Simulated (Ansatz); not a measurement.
**Carrier properties of Na₂S (Fm-3m)**

Given:

```yaml
crystal:
  lattice:
    - [0.00000, 3.25088, 3.25088]
    - [3.25088, 0.00000, 3.25088]
    - [3.25088, 3.25088, 0.00000]
  atoms:
    - { symbol: Na, position: [0.25000, 0.25000, 0.25000] }
    - { symbol: Na, position: [0.75000, 0.75000, 0.75000] }
    - { symbol: S, position: [0.00000, 0.00000, 0.00000] }
```

All values below come from PBEsol, rigid bands (plane waves, PAW, scalar-relativistic; Ansatz, a quantum-chemistry and plane-wave program). Cell: cell and atoms relaxed with PBEsol.

```json
{
 "band_gap": "2.43 eV",
 "electron conductivity mass (300 K, dilute)": "0.29 mₑ",
 "hole conductivity mass (300 K, dilute)": "2.8 mₑ",
 "effective density of states N_c (300 K)": "3.9e18 cm⁻³",
 "effective density of states N_v (300 K)": "9.7e20 cm⁻³",
 "density_of_states_mass_electrons": "0.29 mₑ",
 "density_of_states_mass_holes": "11.4 mₑ",
 "Seebeck coefficient, n-type 1e19 cm⁻³, 300 K": "-151 μV/K",
 "best n-type power factor at 300 K for τ = 10 fs (best axis; densities from 1e16 to 1e21 cm⁻³ tried, whether or not they can be reached)": "2.2 μW/(cm·K²) at 1e19 cm⁻³",
 "Seebeck coefficient, p-type 1e19 cm⁻³, 300 K": "595 μV/K"
}
```

Rigid bands; masses and Seebeck coefficients take one relaxation time τ for all states and one kind of carrier; polarons and phonon drag are left out. Spin-orbit coupling is left out; where it splits the top of the valence band, N_v and the p-type Seebeck coefficient come out somewhat high without it.

Formula and space group known from diffraction (Crystallography Open Database), not checked to be the room-temperature form: Na2S (Fm-3m).
